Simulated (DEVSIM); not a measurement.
Device: illuminated Si p-on-n cell, one wavelength, at 400 K.

| layer (left to right) | material | thickness (μm) | Nd (cm⁻³) | Na (cm⁻³) | τn (s) | τp (s) | absorption coefficient (cm⁻¹) |
|---|---|---|---|---|---|---|---|
| 1 | Si | 0.0740 | - | 6.7e17 | 3.6e-5 | 1.2e-6 | 11000 |
| 2 | Si | 160 | 1.3e15 | - | 3.8e-5 | 3.8e-5 | 11000 |

Left contact: ohmic, minority electron recombination velocity 2e5 cm/s. Right contact: ohmic, minority hole recombination velocity 1000 cm/s. Voltage is applied to the left contact. Recombination: SRH at mid-gap, radiative, Auger. Light enters at the left, 4.2e17 photons cm⁻² s⁻¹, one pass, no reflection. Mobility is μmin + (μ − μmin)/(1 + (N/Nref)^α).

Constants are typed, rounded textbook-type inputs, not results; the design itself was drawn at random and stands for no fabricated device. Values at 300 K; Nc and Nv go as T^1.5, mobilities as T to minus their exponent, the gap by Varshni's rule with the affinity fixed.

```tsv
parameter	Si
gap (eV)	1.124
affinity (eV)	4.05
permittivity	11.7
Nc (cm⁻³)	2.86e19
Nv (cm⁻³)	3.1e19
μn (cm²/Vs)	1417
μp (cm²/Vs)	470
μn,min	52
μp,min	45
Nref,n	9.7e16
Nref,p	2.2e17
αn	0.68
αp	0.72
T exponent of μn	2.3
T exponent of μp	2.2
B (cm³/s)	4.7e-15
Cn (cm⁶/s)	2.8e-31
Cp (cm⁶/s)	9.9e-32
Varshni α (eV/K)	0.000473
Varshni β (K)	636
```

Simulated with DEVSIM: 1D drift-diffusion, Boltzmann statistics, complete ionisation; no tunnelling, impact ionisation, image-force lowering or self-heating.

Base results: fill factor 0.67; dark forward voltage at 100 A/cm² (V) 0.995; short-circuit current (mA/cm²) 66.7; open-circuit voltage (V) 0.344.

Question: What follows from this one change: recombination velocity at the right contact 1000 → 100 cm/s?

Answer: fill factor little changed (0.67); dark forward voltage at 100 A/cm² 0.995 → 0.864 V; short-circuit current little changed (66.7 mA/cm²); open-circuit voltage 0.344 → 0.353 V.

Question: What follows from this one change: photon flux 4.2e+17 → 1.3e+19 cm^-2 s^-1?

Answer: fill factor 0.67 → 0.55; dark forward voltage at 100 A/cm² little changed (0.995 V); short-circuit current 66.7 → 2070 mA/cm²; open-circuit voltage 0.344 → 0.466 V.
